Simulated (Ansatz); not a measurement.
# Ansatz run on NbN (P6_3/mmc, 4 atoms in the cell): self-consistent single point

Level of theory: LDA (PW92), default PAW files made with PBE (plane waves; Ansatz, a program for electronic structure).

This input was run:

Ansatz 0.2 input:
```yaml
crystal:
  lattice:
    - [2.960535, 0.000000, 0.000000]
    - [-1.480268, 2.563899, 0.000000]
    - [0.000000, 0.000000, 5.915885]
  atoms:
    - { symbol: Nb, position_ang: [0.000000, 0.000000, 2.957943] }
    - { symbol: Nb, position_ang: [0.000000, 0.000000, 0.000000] }
    - { symbol: N, position_ang: [1.480269, 0.854632, 1.478971] }
    - { symbol: N, position_ang: [-0.000002, 1.709267, 4.436914] }
basis:
  ecutwfc: 30.9 Ry
kpoints:
  mp_grid: { grid: [13, 13, 6] }
hamiltonian:
  xc: lda
  pseudopotentials: { kind: paw }
scf:
  occupations: { method: fermi_dirac, width: 0.0073 Ry }
output:
  forces: true
  eigenvalues: true
  stress: true
```

Output, abridged:

```
WARN the atoms were moved onto the symmetric positions of the space group found under crystal.symmetry.tolerance 1.0e-5 (fractional …
WARN ansatz: RAYON_NUM_THREADS=1 ignored (pool sized by the plan → 1); use --threads N
Pseudopotentials: kind: paw
Pseudopotential: Nb, paw, valence charge 13
Pseudopotential: N, paw, valence charge 5
Crystal: 4 atoms, lattice volume = 44.905 Å³
Basis set: ecut = 420.4159175005146 eV, 859 PW (Γ)
Bands: 22, of which v1, the nominal top of the filled ones, is band 18 counted from 1 (17 counted from 0)
Symmetry: 24 space group operations
Space group: P63/mmc (ITA 194), of the structure as read, at distance tolerance 3.6e-5 Å
k-points: 84 of 1014
PAW frozen core: Nb, regenerated for the run's functional, and the local potential with it
PAW frozen core: N, regenerated for the run's functional, and the local potential with it
Initial density: superposition of atomic densities (neutral atoms: chi_scale 0, normalization atom), corrected by the library's trained network
Initial wavefunctions: pseudopotential atomic-orbital guess
Eigensolver: davidson
Functional: x = slater, c = lda
SCF iter   1: F=—  HF=-9637.691271 eV  |F-HF|=—  |Δ(HF+E_count)|=         —  Δρ=1.33e-2  dr2=5.22e-2  ethr=1.77e-3  ⟨swp⟩=5.2  Hψ=17926  notcnv=0
all-band conjugate gradients solve this SCF's bands
automatic band count: the SCF goes on with 26 bands, as 22 were too few: the levels above may hold too much charge
preconditioner: auto → Kerker (q_TF=auto, 2.630 Å⁻¹)
SCF iter   2: F=—  HF=-9637.681354 eV  |F-HF|=—  |Δ(HF+E_count)|=   9.92e-3  Δρ=6.81e-3  dr2=1.33e-2  ethr=1.45e-4  ⟨swp⟩=1.0  Hψ=2856  notcnv=0  defer=7
SCF iter   3: F=—  HF=-9637.678089 eV  |F-HF|=—  |Δ(HF+E_count)|=   3.26e-3  Δρ=8.22e-4  dr2=2.51e-4  ethr=3.68e-5  ⟨swp⟩=2.3  Hψ=2761  notcnv=0  defer=7
SCF iter   4: F=—  HF=-9637.678025 eV  |F-HF|=—  |Δ(HF+E_count)|=   6.43e-5  Δρ=1.85e-4  dr2=1.35e-5  ethr=6.98e-7  ⟨swp⟩=2.3  Hψ=2862  notcnv=0  defer=7
SCF iter   5: F=—  HF=-9637.678024 eV  |F-HF|=—  |Δ(HF+E_count)|=   9.50e-7  Δρ=3.79e-5  dr2=6.93e-7  ethr=3.74e-8  ⟨swp⟩=1.7  Hψ=2486  notcnv=0  defer=7
SCF iter   6: F=-9637.678024 eV  HF=-9637.678024 eV  |F-HF|=1.73e-8  |Δ(HF+E_count)|=   1.08e-7  Δρ=7.31e-6  dr2=3.06e-8  ethr=2.78e-10  ⟨swp⟩=6.7  Hψ=8059  notcnv=0
SCF 1 converged in 6 iterations: F = -9637.678024 eV  dr2 = 3.06e-8
SCF converged after 6 iterations
Free energy (F): -9637.678024 eV
Harris-Foulkes:  -9637.678024 eV  (|F-HF|=1.73e-8)
Internal energy: -9637.635805 eV  (E = F + TS)
E sigma→0 (E₀):  -9637.656914 eV
Entropy (-TS):   -0.042219 eV (-10.555 meV/atom)
Fermi energy:    17.995121 eV
--- Per-component energies (eV) ---
  E_band       = -72.388621
  E_kinetic    = 1048.164149
  E_local      = -1551.873440  (includes V_loc(G=0)·N_el)
  E_nonlocal   = 338.377205
  E_hartree    = 465.107209
  E_xc         = -468.392835
  E_vxc        = -578.064870  (∫ρ·V_xc dr)
  E_paw        = -6164.345763  (= ΣΔE_a)
  E_vpaw       = -259.209046  (= ΣTr[D̂ρ^β])
  E_aug_tail   = 0.000191  (compensation charges beyond the density's cutoff)
  E_ewald      = -3305.683997
  E_core_change = 1.011477  (= ΣΔE_core)
  E_smearing   = -0.042219  (= −TS)
  E_closure    = -0.000000  (closes the sum)
  Σ components = -9637.678024   (vs F -9637.678024, Δ=0.00e0)
--- Forces (eV/Å), atoms counted from 1 ---
  atom   1  Nb    -0.00000000     0.00000000     0.00000000
   [... zero for the other atoms too ...]
  max |Σ_I F_I| component: 1.85e-17 eV/Å
--- Stress (GPa, compression-positive) ---
      -19.955478       0.000000       0.000000
        0.000000     -19.955478       0.000000
        0.000000       0.000000     -24.213609
  P = ⅓ Tr σ = -21.3749 GPa (-213.749 kbar)
  The stress holds the Pulay correction. Without it, at fixed plane waves, as pw.x and ABINIT print it: P = -21.8649 GPa
--- Band table (eV; the first three rows and the last of 84) ---
  k-point 0: bands = ["-37.3661", "-37.2840", "-14.0427", "-13.1547", "-12.9741", "-12.9741", "-12.9004", "-12.9004", "1.9303", "3.8861", "10.4446", "13.5876", "13.5876", "14.3294", "15.1234", "16.4270", "16.4270", "17.6389", "17.6389", "18.2947", [...]
  k-point 1: bands = ["-37.3606", "-37.2895", "-13.9870", "-13.2185", "-12.9692", "-12.9692", "-12.9054", "-12.9054", "2.0471", "3.7299", "10.6689", "13.6939", "13.6939", "13.8310", "15.6017", "15.9298", "15.9298", "18.1123", "18.1123", "18.3675", [...]
  k-point 2: bands = ["-37.3457", "-37.3046", "-13.8325", "-13.3893", "-12.9558", "-12.9558", "-12.9189", "-12.9189", "2.3719", "3.3316", "11.2679", "12.9921", "14.0069", "14.0069", "15.1752", "15.1752", "16.4543", "18.5560", "18.5560", "18.6563", [...]
  k-point 83: bands = ["-37.1568", "-37.1568", "-13.7658", "-13.7658", "-13.6022", "-13.6022", "-13.3431", "-13.3431", "3.7079", "3.7079", "11.5930", "11.5930", "12.8185", "12.8185", "13.4829", "13.4829", "17.6412", "17.6412", "20.1000", "20.1000", [...]
```

The run converged in 6 iterations.

The starting cell comes from a database of computed structures (which also holds hypothetical and non-ambient phases and stackings), without a prior relaxation at this level. Its lattice was rescaled by up to half a per cent. Spin polarisation is off. With a pressure of about -21 GPa the cell is away from its equilibrium volume at this level. Ansatz's pressure includes its estimate of the finite-basis (Pulay) stress.
